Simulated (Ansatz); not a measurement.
# bcc Ta (1 1 1) on zinc-blende CdTe (1 1 1) (film strained to the substrate, started from cuts of the bulks and a machine-learned relaxation; slabs Cd4Te4 and Ta10, which can lie off the formulas)

A periodic stack without vacuum, bcc Ta (1 1 1) on zinc-blende CdTe (1 1 1) (film strained to the substrate, started from cuts of the bulks and a machine-learned relaxation; slabs Cd4Te4 and Ta10, which can lie off the formulas): substrate slab Cd4Te4, film Ta10, surface cells [[0, 1], [-1, 0]] and [[0, -1], [1, 0]], film strained by -0.3 and -0.3 %, outermost planes Cd/Te and Ta/Ta as cut, which need not be the usual terminations and can put a slab off its formula.

The start was prepared with a machine-learned potential, and the result is one local minimum, with the in-plane cell held and forces under 0.04 eV/Å; the film can end far from its bulk form.

Level of theory: PBE (plane waves to 420 eV, PAW; Ansatz, a quantum-chemistry and plane-wave program). No spin–orbit coupling; the runs are not spin-polarised. Its k-point mesh 8×8×1, Fermi–Dirac width 0.05 eV.

* **interface area**: 19.0 Å²
* **period**: 24.86 Å
* **heights between the nearest atoms of the two slabs at the two interfaces**: 2.00 and 1.40 Å
* **Cd–Ta contacts across the interfaces within 1.22 times the sum of covalent radii**: 7, mean 3.23 Å
* **Ta–Te contacts across the interfaces within 1.22 times the sum of covalent radii**: 5, mean 3.14 Å

```yaml
crystal:
  lattice:
    - [4.68065, -0.00086, -0.06350]
    - [-2.34145, 4.05188, -0.10978]
    - [-2.10452, -0.53421, 24.92138]
  atoms:
    - { symbol: Cd, position: [0.24727, 0.44896, 0.01155] }
    - { symbol: Cd, position: [0.67529, 0.15406, 0.18538] }
    - { symbol: Cd, position: [0.12177, 0.87921, 0.33829] }
    - { symbol: Cd, position: [0.55520, 0.59855, 0.49366] }
    - { symbol: Te, position: [0.62149, 0.13628, 0.06882] }
    - { symbol: Te, position: [0.03539, 0.83460, 0.22235] }
    - { symbol: Te, position: [0.48280, 0.56009, 0.37734] }
    - { symbol: Te, position: [0.92483, 0.28327, 0.54470] }
    - { symbol: Ta, position: [0.00045, 0.32583, 0.65763] }
    - { symbol: Ta, position: [0.31079, 0.98107, 0.62515] }
    - { symbol: Ta, position: [0.38526, 0.01812, 0.73139] }
    - { symbol: Ta, position: [0.69096, 0.67104, 0.69171] }
    - { symbol: Ta, position: [0.77307, 0.71192, 0.80997] }
    - { symbol: Ta, position: [0.08104, 0.36594, 0.77316] }
    - { symbol: Ta, position: [0.16193, 0.40631, 0.89000] }
    - { symbol: Ta, position: [0.46463, 0.05772, 0.84583] }
    - { symbol: Ta, position: [0.54019, 0.09499, 0.95534] }
    - { symbol: Ta, position: [0.85173, 0.75106, 0.92341] }
```
